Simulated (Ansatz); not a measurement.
## A computed series for TiSi2: element substitutions

Consider TiSi2 (space group Fddd, No. 70; a = 4.7602 Å, b = 8.1802 Å, c = 8.4999 Å).

Each row replaces one element on all its sites; cell and atoms are relaxed.

All numbers come from DFT with PBEsol, PAW potentials and a 420 eV plane-wave cutoff in Ansatz (a first-principles code), no spin-orbit coupling.

```csv
variant,density,shortest interatomic distance
base,4.18 g/cm³,2.517 Å
Si → Ge,[?],[?]
Si → Mg,2.68 g/cm³,2.851 Å
Si → Ni,7.64 g/cm³,2.464 Å
```

Problem. What belongs in the blanks?

Solution. 
- Si → Ge, density: 6.90 g/cm³
- Si → Ge, shortest interatomic distance: 2.609 Å

Whether these cells are dynamically stable was not tested. As relaxed here, Mg2Ti and TiNi2 are hypothetical phases, not in the database extracts checked. Starting moments died away, wholly or in part, for Si → Ni; another magnetic solution may exist. All final runs are without spin polarisation. Mg2Ti has a high density of states at the Fermi level and may be magnetic at this level.
